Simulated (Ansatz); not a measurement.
The starting structures come from a database of crystals and need not be the phases stable at ambient conditions.

```
CELL_PARAMETERS angstrom
      4.93078     0.00000     0.00000
      2.37805     4.40403     0.00000
      0.00000     0.00000     8.17971
ATOMIC_POSITIONS crystal
  Si 0.41854 0.34949 0.93778
  Si 0.58146 0.65051 0.43778
  Si 0.25425 0.30622 0.56366
  Si 0.74575 0.69378 0.06366
  O  0.54882 0.59022 0.94627
  O  0.45118 0.40978 0.44627
  O  0.34922 0.30944 0.75069
  O  0.65078 0.69056 0.25069
  O  0.89089 0.53410 0.54542
  O  0.10911 0.46590 0.04542
  O  0.32250 0.96944 0.51129
  O  0.67750 0.03056 0.01129
```

The cell is taken as given.

Transport runs along the normal of the first two printed cell vectors.

The gap is the functional's own, uncorrected, and κ follows it; spin-orbit coupling is left out. Mid-gap means the computed energy nearest the middle.

Problem. Give the band gap and the smallest decay constant κ at mid-gap that Ansatz (a first-principles code) with r2SCAN yields.

Solution. Gap 6.34 eV on a 8×8×4 mesh; κ = 0.527 1/Å, at the zone centre.
